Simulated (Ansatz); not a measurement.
Base system: WSi2 (space group I4/mmm, No. 139; relaxed with 0.1 eV smearing).

```
WSi2
1.0
   -1.60572     1.60572     3.90242
    1.60572    -1.60572     3.90242
    1.60572     1.60572    -3.90242
W Si
1 2
Direct
  0.00000   0.00000   0.00000
  0.33482   0.33482   0.00000
  0.66518   0.66518   0.00000
```

Cartesian axes are those of the cell as printed.

Computed with Kohn–Sham DFT with the r2SCAN functional, run in Ansatz (a quantum-chemistry and plane-wave program) with PAW and 500 eV plane waves, scalar-relativistic without spin-orbit coupling.

Before the change:

The pressure is 0.0 GPa. The band gap is zero.

It is then changed as follows: biaxial strain −2.28 %, plane normal [001], relaxed out of plane (Cartesian); in-plane vectors clamped, the third vector and the atoms free.

Task: What does the calculation give for the pressure after the change?

Result: The pressure (mean of the normal stresses, compression positive) goes from zero to 8.9 GPa.

Task: Predict the new out-of-plane strain.

Result: The out-of-plane strain comes out as +0.87 %.

Task: Estimate the effect on the band gap.

Result: The band gap remains zero.

No phonon test of stability was made. The final runs are not spin-polarised.
